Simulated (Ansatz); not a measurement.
The starting structures come from a database of crystals and need not be the phases stable at ambient conditions.

 Where the default PAW files enter, the runs use the earlier of Ansatz's two default sets.

Consider the following.

```xyz
11
Lattice="4.7174 0.0000 0.0000 0.0000 8.6400 0.0000 0.7390 4.3200 3.2438" Properties=species:S:1:pos:R:3 pbc="T T T"
In     0.0000     5.9809     0.0000
In     0.0000     2.6591     0.0000
Si     3.1066     8.6400     1.4271
Si     2.3498     4.3200     1.8167
O      1.4240     2.9750     1.7222
O      4.0325     9.9850     1.5216
O      4.0325     7.2950     1.5216
O      1.4240     5.6650     1.7222
O      2.3587     0.0000     0.0000
O      3.5450     4.3200     0.7153
O      1.9115     8.6400     2.5285
```

Space group of this cell: C2/m. The cell is taken as given.

Transport runs along the normal of the first two printed cell vectors.

The gap is the functional's own. No spin-orbit coupling. Mid-gap values are interpolated on the energy grid.

Q: State the band gap and the smallest decay constant κ at mid-gap according to Ansatz (a first-principles code) with r2SCAN.

A: Gap 3.61 eV on a 8×10×10 mesh; κ = 0.310 1/Å, at the zone centre.
